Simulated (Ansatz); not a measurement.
Take TiAl (space group P4/mmm, No. 123) as the base.

```yaml
crystal:
  lattice:
    - [2.81297, 0.00000, 0.00000]
    - [0.00000, 2.81297, 0.00000]
    - [0.00000, 0.00000, 4.05847]
  atoms:
    - { symbol: Al, position: [0.50000, 0.50000, 0.50000] }
    - { symbol: Ti, position: [0.00000, 0.00000, 0.00000] }
```

The values are results of DFT with r2SCAN, PAW potentials and a 500 eV plane-wave cutoff in Ansatz (a quantum-chemistry and plane-wave program), scalar-relativistic without spin-orbit coupling, not measurements.

One change was made to it. Results:

```csv
quantity,base,after
lattice parameter a,2.813 Å,2.719 Å
c/a ratio,1.443,1.442
```

**Question.** Which of these changes matches the shifts?
A) pressure 30 GPa
B) pressure 0.9 GPa
C) pressure 4.5 GPa
D) pressure 15 GPa
E) pressure −2 GPa

**Answer.** D, pressure 15 GPa. For comparison, the lattice parameter a in the other runs: pressure 0.9 GPa gives 2.806 Å; pressure 30 GPa gives 2.651 Å; pressure −2 GPa gives 2.829 Å; pressure 4.5 GPa gives 2.781 Å.

Load acts through the strain it causes; cell and atoms are relaxed under it. Stability against distortions was not tested. No other phases were tried under pressure. The final runs are not spin-polarised.
